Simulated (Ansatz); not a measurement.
## How far to go with the k-point mesh: CsPbBr₃ (P4mm, 5 atoms in the cell)

```
CELL_PARAMETERS angstrom
      5.84065     0.00000     0.00000
      0.00000     5.84065     0.00000
      0.00000     0.00000     5.84065
ATOMIC_POSITIONS crystal
  Cs 0.00000 0.00000 0.00856
  Pb 0.50000 0.50000 0.50000
  Br 0.50000 0.00000 0.50000
  Br 0.00000 0.50000 0.50000
  Br 0.50000 0.50000 0.00000
```

Computed with LDA (PW92), default PAW files made with PBE (plane waves; Ansatz, an electronic-structure program).

Base settings: basis.ecutwfc = 30.9 Ry; kpoints.mp_grid.grid = 4 4 4; hamiltonian.xc = lda; hamiltonian.pseudopotentials = {kind: paw} (the program's default PAW files); scf.occupations.method = fermi_dirac; scf.occupations.width = 0.0007 Ry.

The second cell is the first with its lattice scaled by 0.98.

Only quantities that move along the ladder and can be compared are tabulated.

The count of work is k-points × plane waves × bands × iterations; it is no time. 

The starting cell has typed, rounded lattice constants, without a prior relaxation at this level. Its lattice was rescaled by up to half a per cent. One atom was moved a little off its site on purpose. Spin-orbit coupling is off. Ansatz's pressure includes its estimate of the finite-basis (Pulay) stress.

Steps (kpoints.mp_grid.grid): 1 1 1; 2 2 2; 3 3 3; 4 4 4; 5 5 5; 6 6 6; 7 7 7; 8 8 8; 9 9 9; 10 10 10; 11 11 11; 12 12 12.

**Question.** What is the coarsest kpoints.mp_grid.grid that holds the pressure within 1 GPa of the last step, with all finer ones?

**Answer.** 3 3 3, at 0.031 of the last step's count of work; the step before is off by 1.5 GPa.

**Question.** What is the coarsest kpoints.mp_grid.grid that holds the forces within 0.02 eV/Å of the last step, with all finer ones?

**Answer.** 2 2 2, at 0.031 of the last step's count of work; the step before is off by 0.063 eV/Å.

**Question.** What is the coarsest kpoints.mp_grid.grid that holds the energy of the compressed cell less the first within 1 meV/atom of the last step, with all finer ones?

**Answer.** 5 5 5, at 0.092 of the last step's count of work; the step before is off by 2.4 meV/atom.

| kpoints.mp_grid.grid | free energy less the last step's (meV/atom) | energy of the compressed cell less the first (meV/atom) | pressure (GPa) | largest difference of a force vector from the last step's (eV/Å) | gap on the mesh (eV) | count of work / last |
|---|---|---|---|---|---|---|
| 1 1 1 | -651.11 | -38.97 | -3.30 | 0.063 | 4.572 | 0.0060 |
| 2 2 2 | 151.47 | 21.62 | 0.61 | 0.003 | 1.231 | 0.031 |
| 3 3 3 | -27.36 | -7.72 | -1.19 | 0.001 | 3.903 | 0.031 |
| 4 4 4 | 8.19 | -0.05 | -0.73 | 0.000 | 1.317 | 0.092 |
| 5 5 5 | -2.43 | -3.27 | -0.92 | 0.000 | 2.521 | 0.092 |
| 6 6 6 | 0.85 | -2.04 | -0.85 | 0.000 | 1.325 | 0.20 |
| 7 7 7 | -0.31 | -2.59 | -0.88 | 0.000 | 2.010 | 0.20 |
| 8 8 8 | 0.11 | -2.35 | -0.86 | 0.000 | 1.327 | 0.38 |
| 9 9 9 | -0.05 | -2.47 | -0.87 | 0.000 | 1.767 | 0.38 |
| 10 10 10 | 0.02 | -2.41 | -0.87 | 0.000 | 1.327 | 0.64 |
| 11 11 11 | -0.01 | -2.44 | -0.87 | 0.000 | 1.633 | 0.64 |
| 12 12 12 | 0.00 | -2.43 | -0.87 | 0.000 | 1.327 | 1.0 |

The energy difference between the two cells stays within 1 meV/atom of the last step's from 5 5 5 on, the total only from 6 6 6 on: much of the error is common to both cells and cancels.

The gap on the mesh jumps up and down from mesh to mesh; it is no smooth measure of convergence.

Keys are those of Ansatz 0.2.
